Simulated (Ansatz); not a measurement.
System: β-phase O2. Method: LDA (Ansatz, a first-principles code, plane waves, PAW).

Numerical settings: plane-wave cutoff 520 eV, 22×22×22 k mesh, Fermi–Dirac smearing 0.067 eV (set by the program), scalar-relativistic PAW data made under PBE.

Computed at the level's own relaxed cell.

### Question
Give the computed Voigt–Reuss–Hill bulk modulus and Voigt–Reuss–Hill shear modulus (Hill average).

### Answer

- Voigt–Reuss–Hill bulk modulus: 44.2 GPa
- Voigt–Reuss–Hill shear modulus (Hill average): 13.3 GPa

Note: the solid has open-shell d or p electrons, and the run has no spin polarisation; the volume lies 47 % below that of the published cell.

Elastic constants are with the ions relaxed.

Static lattice: no zero-point or thermal effects.

The result took very roughly 30 core-minutes.
